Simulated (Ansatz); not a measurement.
```
CELL_PARAMETERS angstrom
      3.04558     0.00000     0.00000
      1.52279     2.63755     0.00000
      0.00000     0.00000    12.27993
ATOMIC_POSITIONS crystal
  W  0.33333 0.33333 0.25000
  W  0.66667 0.66667 0.75000
  S  0.33333 0.33333 0.61846
  S  0.66667 0.66667 0.11846
  S  0.66667 0.66667 0.38154
  S  0.33333 0.33333 0.88154
```

No spin polarisation.

Computed with PBE-D3(BJ) in Ansatz (plane waves to 420 eV, PAW, without spin-orbit coupling). Γ-centred 12×12×3 mesh, Fermi–Dirac width 0.05 eV.

Problem. Estimate the smallest direct gap.

Solution. 2.13 eV.

Problem. What is the computed band gap?

Solution. 0.97 eV.

Spin-orbit coupling, missing from the scalar runs, can matter with W. The cells carry an imposed strain or load. No phonon test of stability was made. The cell was made from WS2 in the 2H-MoS2 type structure (space group P6_3/mmc, No. 194; layered, stacked along the Cartesian z axis) by this change: biaxial strain −3.44 %, plane normal [001], relaxed out of plane.

Ansatz is a program for electronic structure.
